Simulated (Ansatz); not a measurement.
Results of r²SCAN+rVV10 (PAW; Ansatz, a program for electronic structure) for L1₀ (CuAu-type) TiAl.

Run with plane-wave cutoff 560 eV, 20×20×14 k mesh (along the axes of the cell as run), Fermi–Dirac smearing 0.05 eV, no spin polarisation, scalar-relativistic PAW data made under PBE.

Computed points:

| V (Å³/atom) | E − E_lowest (meV/atom) | P (GPa) |
|---|---|---|
| 15.331 | 10.42 | 5.40 |
| 15.651 | 2.52 | 2.57 |
| 15.970 | 0.00 | 0.00 |
| 16.290 | 2.38 | -2.34 |
| 16.609 | 9.19 | -4.46 |

**Question.** What bulk modulus B0 and pressure derivative B′ does a third-order Birch–Murnaghan fit give?

**Answer.** V0 = 15.970 Å³/atom, B0 = 123 GPa, B′ = 3.8 (fit to the energies at full precision).

Shape and atoms are relaxed at each volume.

Note: the bulk modulus comes from volumes at which shape and atoms were relaxed.

The result took very roughly 5 core-minutes.
